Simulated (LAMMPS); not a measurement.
LAMMPS 22 Jul 2025, classical MD, EAM (W_zhou.eam.alloy): W, 128000 atoms.

```yaml
task: MD, nve
potential: EAM, W_zhou.eam.alloy
copies_of_the_repeat_unit: 40×40×40
shape (slab and sphere leave vacuum in the box): bulk
temperature: 800 K
steps: 500
timestep: 2 fs
thermo: 100
comm_style: brick (default)
box: 126.6 × 126.6 × 126.6 Å
start: generated bcc lattice, warmed in an untimed run
compared_values: energy and forces of the first step, drift over the run
```

It runs on a single node (Arm Neoverse V2, 96 cores on 1 socket, no SMT, 1 L3 cache group).

Times are wall-clock medians of two to five runs, from launch to exit, with nothing else on the machine. Unless noted, each process is bound to its own block of adjacent cores. The times hold for this build (PyPI wheel: MPICH, OPENMP and OPT packages). Scratch files lie in a memory file system. A preparatory run goes ahead and isn't timed.

All on 32 ranks. Base settings, kept where nothing else is said: skin = 2 Å, neigh_modify = every 1 delay 0 check yes, sort = 1000 (default), newton = on (default). The candidates, on 32 cores each, agree within 1.0 meV/atom in energy, 10 meV/Å in forces on 48 atoms, 0.20 meV an atom in drift of the total energy:
A. skin = 1.5 Å
B. skin = 0.2 Å
C. skin = 0.5 Å
D. newton = off
E. sort = 100
F. the base settings
G. neigh_modify = every 1 delay 0 check no

Problem. Which choice gives the shortest wall time?

Solution. B (skin = 0.2 Å), 4.5 s. At the other end G takes 2.5× as long.

```json
[
 {"candidate": "B", "wall time": "4.5 s", "repeats": "3 runs within 1 %", "neighbour list builds": "89"},
 {"candidate": "C", "wall time": "4.9 s", "repeats": "3 runs within 1 %", "neighbour list builds": "37"},
 {"candidate": "A", "wall time": "5.5 s", "repeats": "3 runs within 1 %", "neighbour list builds": "0"},
 {"candidate": "F", "wall time": "5.8 s", "repeats": "3 runs within 1 %", "neighbour list builds": "0"},
 {"candidate": "E", "wall time": "5.8 s", "repeats": "3 runs within 1 %", "neighbour list builds": "0"},
 {"candidate": "D", "wall time": "7.0 s", "repeats": "2 runs within 1 %", "neighbour list builds": "0"},
 {"candidate": "G", "wall time": "11 s", "repeats": "2 runs within 1 %", "neighbour list builds": "500"}
]
```

From the slowest to the fastest: List entries an atom go from 131 to 70, Neigh from 5.2 to 0.57 s and Pair from 5.6 to 3.5 s.
